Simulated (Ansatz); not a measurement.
SiO₂ (I-42d, No. 122, 6 atoms in the cell; start mp-546794; a measured phase of this formula has another space group)

These are r²SCAN (Ansatz, a program for electronic structure, PAW) values and carry that method's errors.

Numerical settings: plane-wave cutoff 560 eV, 10×10×10 k mesh, Fermi–Dirac smearing 0.01 eV, scalar-relativistic PAW data made under PBE.

Cell (relaxed at this level):

```
CELL_PARAMETERS angstrom
     -2.47287     2.47287     3.65688
      2.47287    -2.47287     3.65688
      2.47287     2.47287    -3.65688
ATOMIC_POSITIONS crystal
  Si 0.00000 0.00000 0.00000
  Si 0.75000 0.25000 0.50000
  O  0.37500 0.22319 0.34819
  O  0.77681 0.12500 0.15181
  O  0.87500 0.02681 0.65181
  O  0.97319 0.62500 0.84819
```

* **band gap**: 6.56 eV (direct)

Static lattice: no zero-point or thermal effects.

The result took roughly 70 core-seconds.

A start named mp-… is a Materials Project structure, which need not be a measured phase.
